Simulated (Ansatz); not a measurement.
The starting structures come from a database of crystals and need not be the phases stable at ambient conditions.

 Where the default PAW files enter, the runs use the earlier of Ansatz's two default sets.

## Evanescent states of Li₂ZrN₂ (P-3m1, not sure to be the ambient phase, 5 atoms a cell, 10.1 Å³ an atom) along the normal of (110)

These are r2SCAN (plane waves, PAW; Ansatz, an electronic-structure program) values and carry that method's errors.

The gap is the functional's own, uncorrected, and κ follows it; spin-orbit coupling is left out. Mid-gap values are interpolated between the computed energies.

Energies count from the valence-band top; κ is the least over a 6×6 mesh across the current.

```json
[
 {"E (eV)": "0.06", "κ (1/Å)": "0.061", "where": "Γ"},
 {"E (eV)": "0.17", "κ (1/Å)": "0.103", "where": "Γ"},
 {"E (eV)": "0.28", "κ (1/Å)": "0.131", "where": "Γ"},
 {"E (eV)": "0.39", "κ (1/Å)": "0.153", "where": "Γ"},
 {"E (eV)": "0.49", "κ (1/Å)": "0.170", "where": "Γ"},
 {"E (eV)": "0.60", "κ (1/Å)": "0.185", "where": "Γ"},
 {"E (eV)": "0.71", "κ (1/Å)": "0.197", "where": "Γ"},
 {"E (eV)": "0.82", "κ (1/Å)": "0.208", "where": "Γ"},
 {"E (eV)": "0.94", "κ (1/Å)": "0.217", "where": "Γ"},
 {"E (eV)": "1.04", "κ (1/Å)": "0.225", "where": "Γ"},
 {"E (eV)": "1.16", "κ (1/Å)": "0.227", "where": "off Γ"},
 {"E (eV)": "1.26", "κ (1/Å)": "0.220", "where": "off Γ"},
 {"E (eV)": "1.38", "κ (1/Å)": "0.212", "where": "off Γ"},
 {"E (eV)": "1.49", "κ (1/Å)": "0.202", "where": "off Γ"},
 {"E (eV)": "1.59", "κ (1/Å)": "0.188", "where": "off Γ"},
 {"E (eV)": "1.71", "κ (1/Å)": "0.172", "where": "off Γ"},
 {"E (eV)": "1.81", "κ (1/Å)": "0.151", "where": "off Γ"},
 {"E (eV)": "1.93", "κ (1/Å)": "0.123", "where": "off Γ"},
 {"E (eV)": "2.04", "κ (1/Å)": "0.080", "where": "off Γ"}
]
```

Q: How thick must the barrier be to attenuate the transmission by 10^4 when the electrodes' Fermi level lies at 1.71 eV, and what attenuation does that film give at 0.94 eV?

A: d = 4 ln 10 / (2 × 0.172) = 26.8 Å. At 0.94 eV it gives 4 × 0.217/0.172 = 5.0 decades.
